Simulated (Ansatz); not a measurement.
Consider ZnCu₂SnSe₄ (space group I-4, No. 82; a = 5.699 Å, c = 11.382 Å).

All numbers come from r2SCAN/PAW in Ansatz (a program for electronic structure), no spin-orbit coupling.

Base values:

- Pressure: 0.0 GPa

Now apply this change: the cell is scaled by 1.0164 in all directions, atoms relaxed at fixed cell.

Problem. How does this affect the energy relative to the base?

Solution. The energy goes up by 11 meV/atom.

Problem. What does the calculation give for the pressure after the change?

Solution. The pressure (mean of the normal stresses, compression positive) goes from zero to -2.8 GPa.

The cells carry an imposed strain or load. Whether these cells are dynamically stable was not tested. The final runs are not spin-polarised. Gaps under 0.05 eV, about the width of the smearing, are given as zero.
